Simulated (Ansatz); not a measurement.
The parent structure is Sc in the hcp (Mg type) structure (space group P6_3/mmc, No. 194; a = 3.3179 Å, c = 5.1860 Å; relaxed with 0.1 eV smearing).

Computed with Ansatz (an electronic-structure program) PBE, spin-orbit coupling left out.

Strains are applied to the cell and any free atomic positions relax.

One change was made to it. Results:

The energy grows by 14 meV/atom; the band gap is still zero; the pressure (mean of the normal stresses, compression positive) goes from zero to -2.9 GPa.

### Question
Which change produced these results?
A) isotropic strain −3.00 %
B) isotropic strain +1.50 %
C) isotropic strain +2.00 %
D) isotropic strain −0.50 %

### Answer
C, isotropic strain +2.00 %. For comparison, the energy relative to the base in the other runs: isotropic strain −3.00 % gives +36 meV/atom; isotropic strain +1.50 % gives +8.1 meV/atom; isotropic strain −0.50 % gives +0.9 meV/atom.

Whether these cells are dynamically stable was not tested. All final runs are without spin polarisation.
